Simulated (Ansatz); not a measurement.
System: Hf₂CuN₃ (model structure, started from the LiSi2N3 type, Cmc2₁, No. 36, 12 atoms in the cell). Method: r²SCAN+SOC in Ansatz (plane waves, PAW).

Run with plane-wave cutoff 560 eV, 6×6×6 k mesh, Fermi–Dirac smearing 0.01 eV, PAW data made under PBE.

Cell (relaxed with PBEsol):

```cif
data_Cu4Hf8N12
_chemical_formula_sum 'Cu4 Hf8 N12'
_space_group_name_H-M_alt 'Cmc21'
_space_group_IT_number 36
_space_group_name_Hall 'C 2c -2'
_cell_length_a 10.36915
_cell_length_b 5.73612
_cell_length_c 5.42785
_cell_angle_alpha 90.000
_cell_angle_beta 90.000
_cell_angle_gamma 90.000
loop_
_space_group_symop_operation_xyz
  'x, y, z'
  '-x, -y, z+1/2'
  '-x, y, z'
  'x, -y, z+1/2'
  'x+1/2, y+1/2, z'
  '-x+1/2, -y+1/2, z+1/2'
  '-x+1/2, y+1/2, z'
  'x+1/2, -y+1/2, z+1/2'
loop_
_atom_site_label
_atom_site_type_symbol
_atom_site_symmetry_multiplicity
_atom_site_Wyckoff_symbol
_atom_site_fract_x
_atom_site_fract_y
_atom_site_fract_z
_atom_site_occupancy
Cu1 Cu 4 a 0.00000 0.30437 0.47560 1
Hf1 Hf 8 b 0.34057 0.31510 0.49089 1
N1 N 8 b 0.32690 0.34562 0.11268 1
N2 N 4 a 0.00000 0.34919 0.10701 1
```
(The calculation used a cell of 12 atoms; values per cell refer to that cell.)

Task: Estimate the band gap, smallest direct gap on the k points sampled and direct gap at Γ that the calculation returns.

Result: 
- band gap = 1.40 eV (indirect)
- smallest direct gap on the k points sampled = 1.65 eV
- direct gap at Γ = 2.09 eV

Note: the relaxation could raise the start's symmetry but not lower it, so the cell can be a saddle point; cell and atoms aren't relaxed at this level (largest force component 0.22 eV/Å, pressure 2.3 GPa).

The computed numbers hold no vibrational or temperature effects.

A model structure was made by putting elements into a prototype or built by hand; it is no filed structure, need not be a known phase, and can be a saddle point held by its symmetry.

Ansatz is a first-principles code.
